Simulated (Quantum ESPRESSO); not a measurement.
A self-consistent single point of SrNiF6 (R-3m, 8 atoms in the cell) with Quantum ESPRESSO.

Method of the run: LDA (PZ), PSlibrary ultrasoft (LDA) pseudopotentials (plane waves; Quantum ESPRESSO).

```yaml
crystal:
  lattice:
    - [3.63099, 2.09635, 2.25259]
    - [-3.63099, 2.09635, 2.25259]
    - [0.00000, -4.19270, 2.25259]
  atoms:
    - { symbol: Sr, position: [0.50000, 0.50000, 0.50000] }
    - { symbol: Ni, position: [0.00000, 0.00000, 0.00000] }
    - { symbol: F, position: [0.72210, 0.72210, 0.06795] }
    - { symbol: F, position: [0.27790, 0.27790, 0.93205] }
    - { symbol: F, position: [0.06795, 0.72210, 0.72210] }
    - { symbol: F, position: [0.93205, 0.27790, 0.27790] }
    - { symbol: F, position: [0.72210, 0.06795, 0.72210] }
    - { symbol: F, position: [0.27790, 0.93205, 0.27790] }
```

Reference input (self-consistent single point, DFT, PBEsol, plane waves, PSlibrary ultrasoft (PBE) pseudopotentials): ecutwfc = 55 Ry; ecutrho = 385 Ry; occupations = fixed; input_dft = pbesol; K_POINTS = automatic 5 5 5 0 0 0; nbnd = 33; conv_thr = 1e-11 Ry; mixing_beta = 0.7. This run's input differs from it in these lines:

```diff
@@ -16,3 +16,2 @@
  nbnd = 33,
- input_dft = 'pbesol',
 /
@@ -23,5 +22,5 @@
 ATOMIC_SPECIES
-Sr    87.6200  Sr.pbe-spn-rrkjus_psl.1.0.0.UPF
-Ni    58.6934  Ni.pbe-n-rrkjus_psl.1.0.0.UPF
-F     18.9984  F.pbe-n-rrkjus_psl.1.0.0.UPF
+Sr    87.6200  Sr.pz-spn-rrkjus_psl.1.0.0.UPF
+Ni    58.6934  Ni.pz-n-rrkjus_psl.1.0.0.UPF
+F     18.9984  F.pz-n-rrkjus_psl.1.0.0.UPF
 ATOMIC_POSITIONS alat
```

Output, abridged:

```
     Self-consistent Calculation

     iteration #  1     ecut=    55.00 Ry     beta= 0.70

---- Real-time Memory Report at c_bands before calling an iterative solver
           329 MiB given to the printing process from OS
           106 MiB allocation reported by mallinfo(arena+hblkhd)
------------------

     total energy              =    -461.59259697 Ry
     estimated scf accuracy    <       1.79699569 Ry

     iteration #  2     ecut=    55.00 Ry     beta= 0.70

---- Real-time Memory Report at c_bands before calling an iterative solver
           394 MiB given to the printing process from OS
   [... lines left out ...]

     total energy              =    -462.78291478 Ry
     estimated scf accuracy    <       0.00957048 Ry

     iteration #  5     ecut=    55.00 Ry     beta= 0.70

---- Real-time Memory Report at c_bands before calling an iterative solver
           404 MiB given to the printing process from OS
           143 MiB allocation reported by mallinfo(arena+hblkhd)
------------------

 %%%%%%%%%%%%%%%%%%%%%%%%%%%%%%%%%%%%%%%%%%%%%%%%%%%%%%%%%%%%%%%%%%%%%%%%%%%%%%
     Error in routine cdiaghg (104):
     S matrix not positive definite
 %%%%%%%%%%%%%%%%%%%%%%%%%%%%%%%%%%%%%%%%%%%%%%%%%%%%%%%%%%%%%%%%%%%%%%%%%%%%%%

     stopping ...
```

The program stopped with an error at about iteration 5. 

The starting cell comes from a database of computed structures (which also holds hypothetical and non-ambient phases and stackings), without a prior relaxation at this level. Its lattice was rescaled by a random factor within 2.5 % of one.

Cost on one core of a shared machine: roughly 40 s.
